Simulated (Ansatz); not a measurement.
**A constructed model of the (110) surface of bcc Mo, a layer of V in place of the third plane (bottom of the slab: a bare face, its two planes held)**

Level of theory: PBE (plane waves to 420 eV, PAW; Ansatz, a quantum-chemistry and plane-wave program).

Model: 6-atom slab, 11.2 Å thick at the start with caps and adatoms (thin: gaps and levels are the slab's own), 14x14x1 mesh, Fermi-Dirac 0.1 eV, dipole correction, 2 atoms held, the rest relaxed; start symmetry kept, larger cells not searched; spin-polarised, no spin-orbit, no U. The starting moment vanished. In PBE it lies 0.04 eV a 1x1 cell over the lowest computed structure of the same composition (a layer of V in place of the second plane).

```
Item                                                           Result
-----------------------------  --------------------------------------
work function of the top face                                 4.53 eV
energy released by relaxation                                 0.12 eV
magnetic moment of the cell                                   0.00 μB
cost                           about 10 core-minutes (a rough figure)
```
